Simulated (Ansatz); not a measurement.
**Ge (P6₃/mmc, No. 194, 4 atoms in the cell; start mp-1007760; another form than the element's usual one)**

The numbers are results of r²SCAN+rVV10 (Ansatz, an electronic-structure program, PAW), not measurements.

Numerical settings: plane-wave cutoff 560 eV, 18×18×8 k mesh (along the axes of the cell as run), Fermi–Dirac smearing 0.05 eV, scalar-relativistic PAW data made under PBE.

Cell (relaxed at this level):

Ge has the hexagonal space group P6₃/mmc (No. 194), Pearson symbol hP4. Cell: a = b = 3.980 Å, c = 6.579 Å, α = β = 90.00°, γ = 120.00°. Ge on 4f has 4 Ge at 2.443–2.460 Å (tetrahedral). (Neighbours: up to the widest gap in distance over summed covalent radii, below 1.35, at either atom.)

```json
{
 "band_gap": "0.11 eV (under three smearing widths, so not firm)"
}
```

Note: the relaxation could not lower the start's symmetry, so the cell can be a saddle point above a distorted one.

Spin–orbit coupling is not included.

A start named mp-… is a Materials Project structure, which need not be a measured phase.
